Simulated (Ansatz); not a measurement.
V4GaS8: response to strain

The parent structure is V₄GaS₈ (space group F-43m, No. 216; a = 9.5086 Å). Axes: x, y, z lie along the cube axes.

Strains are applied to the cell and any free atomic positions relax; under biaxial strain the out-of-plane vector relaxes too.

Level of theory: PBEsol (Ansatz, a quantum-chemistry and plane-wave program), no spin-orbit coupling.

Notes on the quantities. pressure: mean of the normal stresses, compression positive.

```tsv
case	shortest interatomic distance	pressure	space group
base	2.257 Å	0.0 GPa	F-43m (No. 216)
biaxial strain +0.73 %, plane normal [001], relaxed out of plane	2.255 Å	-0.7 GPa	I-4m2 (No. 119)
uniaxial strain ε_yy = −1.59 %	2.250 Å	1.5 GPa	I-4m2 (No. 119)
tensor shear ε_xz = −0.73 %	2.256 Å	0.0 GPa	Imm2 (No. 44)
```

Without a gap, meshes like the base's 7×7×7 leave anisotropic stresses uncertain by several tenths of a GPa, and small strain energies with them. Whether these cells are dynamically stable was not tested. Starting moments died away, wholly or in part, for the base; another magnetic solution may exist. The base started in R3m and relaxed to F-43m at this level. All final runs are without spin polarisation. An odd electron count without spin: V4GaS8.
